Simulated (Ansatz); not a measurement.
# PBE against r2SCAN: Cu, isotropic strain +3.36 %

Start from Cu in the fcc (Cu type) structure (space group Fm-3m, No. 225; a = 3.6290 Å; relaxed with 0.1 eV smearing).

(Cell as relaxed with PBE.)

Levels (all Ansatz, an electronic-structure program, PAW, earlier PAW set): PBE (420 eV, no SOC); r2SCAN (500 eV, no SOC).

Each level relaxes its own structure.

```tsv
base	PBE	r2SCAN
volume per atom	11.95 Å³	11.46 Å³
lattice parameter a	6.858 bohr	6.763 bohr
band gap	zero	zero
```

One thing is altered: every lattice vector is stretched by 3.36 %, atoms relaxed at fixed cell.

| quantity | PBE | r2SCAN |
|---|---|---|
| energy relative to the base (free energy F) | +47 meV/atom | +52 meV/atom |
| pressure | -10.9 GPa | -12.6 GPa |

PBE's energy relative to the base lies 5.1 meV/atom below r2SCAN's; PBE's pressure lies 1.7 GPa above r2SCAN's. Neither level is exact; r2SCAN is the comparison here, not a measurement.

No phonon test of stability was made. All final runs are without spin polarisation.
